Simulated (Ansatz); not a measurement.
A computed series for hypothetical diamond Os: pressure series

Base system: Os in the diamond structure (space group Fd-3m, No. 227; a = 5.501 Å; a hypothetical phase, not in the database extracts checked).

Cell and atoms are relaxed at each pressure.

Method: DFT with PBEsol, PAW potentials and a 420 eV plane-wave cutoff in Ansatz (a program for electronic structure), no spin-orbit coupling.

```tsv
P (GPa)	V (Å³/atom)
-2.01	21.002
-1.01	20.906
0.30	20.783
0.70	20.746
1.50	20.674
2.98	20.542
5.00	20.371
7.50	20.170
10.00	19.979
```

A third-order Birch–Murnaghan fit to these points gives V₀ = 20.81 Å³/atom, B₀ = 224 GPa and B₀′ = 4.5. At pressure 10 GPa the volume is 96.0 % of V₀.

Load acts through the strain it causes; cell and atoms are relaxed under it. Stability against distortions was not tested. Competing high-pressure phases were not computed. All final runs are without spin polarisation.
